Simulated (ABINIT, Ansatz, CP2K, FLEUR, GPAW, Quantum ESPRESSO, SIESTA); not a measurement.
## One structure in several programs: Mg5Pt (C2/m, 6 atoms in the cell)

Self-consistent single point.

```
CELL_PARAMETERS angstrom
      5.26490    -1.66597     0.00000
      5.26490     1.66597     0.00000
     -2.57697     0.00000     6.90411
ATOMIC_POSITIONS crystal
  Mg 0.33861 0.33861 0.70292
  Mg 0.66139 0.66139 0.29708
  Mg 0.00000 0.00000 0.50000
  Mg 0.35529 0.35529 0.14472
  Mg 0.64471 0.64471 0.85528
  Pt 0.00000 0.00000 0.00000
```

Shared settings, as Ansatz (a quantum-chemistry and plane-wave program) writes them: kpoints.mp_grid.grid = 5 5 3; scf.occupations.method = fermi_dirac; scf.occupations.width = 0.0073 Ry. Potentials and cutoffs stand in the table.

| code | model | pressure (GPa) | largest force (eV/Å) | cutoff |
|---|---|---|---|---|
| ABINIT | LDA (PW92), norm-conserving pseudopotentials (PseudoDojo nc-sr-04 LDA standard) | -3.69 | 0.218 | 42 Ha |
| CP2K | LDA (Pade form), GPW, DZVP-MOLOPT-PBE-GTH basis, GTH-PBE potentials (POTENTIAL_UZH) | -2.22 | 0.148 | grid 1000 Ry |
| Ansatz | LDA (PW92), PAW files made with PBE | -3.75 | 0.219 | 30.9 Ry |
| SIESTA | LDA PW92, numerical atomic orbitals DZP, PseudoDojo LDA standard norm-conserving potentials (rewritten from UPF to PSML) | -1.36 | 0.192 | grid 400 Ry |
| Quantum ESPRESSO | LDA (PZ), GBRV 1.5 ultrasoft (LDA) pseudopotentials | -3.89 | 0.221 | 40 Ry |
| GPAW | LDA (Perdew-Wang 92), GPAW PAW datasets LDA (gpaw-data 1.0.1) | -3.67 | 0.207 | 800 eV |
| FLEUR | LDA (Perdew-Zunger), all-electron FLAPW (FLEUR), scalar-relativistic valence | – | 0.212 | Kmax 4.3 1/bohr |

Size of the force on each atom (eV/Å): Sizes of forces hide their directions.

```csv
code,Mg1,Mg2,Mg3,Mg4,Mg5,Pt6
ABINIT,0.218,0.218,0.000,0.201,0.201,0.000
CP2K,0.077,0.077,0.000,0.148,0.148,0.000
Ansatz,0.219,0.219,0.000,0.202,0.202,0.000
SIESTA,0.135,0.135,0.000,0.192,0.192,0.000
Quantum ESPRESSO,0.221,0.221,0.000,0.203,0.203,0.000
GPAW,0.207,0.207,0.000,0.192,0.192,0.000
FLEUR,0.212,0.212,0.000,0.189,0.189,0.000
```

A dash marks a value that a program does not give, or that is left out as unsure.

On Ansatz's run: spin-orbit coupling is off. Spin polarisation is off.

The spread over the programs that give each value: pressure within 2.53 GPa; largest force within 0.073 eV/Å.

CP2K and SIESTA use small atom-centred bases, whose incompleteness enters pressures, forces and empty levels differently from a plane-wave cutoff. FLEUR treats all electrons, but the usual bases taken here (sphere radii, linearisation, local orbitals, empty states) were not tested for convergence, so the values are no reference for the others. Ansatz's pressure is given at a fixed set of plane waves, as the other plane-wave codes print theirs. The same LDA comes in different parametrisations, which differ slightly. In the pressure, CP2K (by 1.49) and SIESTA (by 2.36) lie more than 1 GPa from the median of the plane-wave programs. In the force vectors, CP2K (by 0.253) and SIESTA (by 0.134) lie more than 0.08 eV/Å from the median of the plane-wave programs.

The shared mesh is coarse (it stands for a supercell whose shortest vector is 17 Å), so the values are not converged in it.

The starting cell comes from a database of computed structures (which also holds hypothetical and non-ambient phases and stackings), without a prior relaxation at this level.

Left out of this page: Elk (not drawn, or without a comparable value).

Keys are those of Ansatz 0.2.
